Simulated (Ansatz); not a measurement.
Where the default PAW files enter, the runs use the earlier of Ansatz's two default sets.

Consider the following.

```
SrTiO3
1.0
    3.91270     0.00000     0.00000
    0.00000     3.91270     0.00000
    0.00000     0.00000     3.91270
Sr Ti O
1 1 3
Direct
  0.00000   0.00000   0.00000
  0.50000   0.50000   0.50000
  0.50000   0.00000   0.50000
  0.00000   0.50000   0.50000
  0.50000   0.50000   0.00000
```

Space group of this cell: Pm-3m, cubic perovskite. The cell is taken as given; by r2SCAN its mean pressure is -0.7 GPa.

The current runs along the normal of the first two printed vectors, the (001) plane. All runs by Ansatz (a quantum-chemistry and plane-wave program), plane waves and PAW, without spin-orbit coupling; the base is r2SCAN.

```
run                                                      mean pressure (GPa)  gap (eV)  mid-gap κ (1/Å)
-------------------------------------------------------  -------------------  --------  ---------------
base                                                                    -0.7      2.26            0.259
all lengths scaled by 1.02                                             -10.4       ___              ___
lda in place of r2scan                                                  -8.2      1.78            0.239
lengths across the current scaled by 1.02, ions clamped                 -7.4       ___              ___
lengths along the current scaled by 0.97, ions clamped                   5.6      2.27            0.261
pbesol in place of r2scan                                               -2.9       ___              ___
```

Task: Fill in the missing entries.

Result: 
- all lengths scaled by 1.02, gap (eV): 2.12
- all lengths scaled by 1.02, mid-gap κ (1/Å): 0.255
- lengths across the current scaled by 1.02, ions clamped, gap (eV): 2.13
- lengths across the current scaled by 1.02, ions clamped, mid-gap κ (1/Å): 0.258
- pbesol in place of r2scan, gap (eV): 1.83
- pbesol in place of r2scan, mid-gap κ (1/Å): 0.242
